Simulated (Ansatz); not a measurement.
The starting structures come from a database of crystals and need not be the phases stable at ambient conditions.

 Where the default PAW files enter, the runs use the earlier of Ansatz's two default sets.

**Evanescent states of AgNO3 (R3c, not sure to be the ambient phase, 10 atoms a cell, 13.2 Å³ an atom, -3 GPa at this level) along the normal of (001)**

Method: r2SCAN (plane waves, PAW; Ansatz, a program for electronic structure).

The gap is the functional's own. No spin-orbit coupling. Mid-gap values are interpolated on the energy grid.

Energies count from the valence-band top; κ is the least over a 12×12 mesh across the current.

```tsv
E (eV)	κ (1/Å)	where
0.06	0.281	off Γ
0.18	0.454	off Γ
0.30	0.568	off Γ
0.42	0.634	Γ
0.54	0.685	off Γ
0.66	0.726	off Γ
0.78	0.727	Γ
0.90	0.719	Γ
1.02	0.710	Γ
1.14	0.700	Γ
1.26	0.689	Γ
1.38	0.676	Γ
1.50	0.662	Γ
1.62	0.646	Γ
1.74	0.629	Γ
1.86	0.611	Γ
1.98	0.591	Γ
2.10	0.508	Γ
```

Question: How thick must the barrier be to attenuate the transmission by 10^8 when the electrodes' Fermi level lies at 0.90 eV, and what attenuation does that film give at 2.10 eV?

Answer: d = 8 ln 10 / (2 × 0.719) = 12.8 Å. At 2.10 eV it gives 8 × 0.508/0.719 = 5.7 decades.
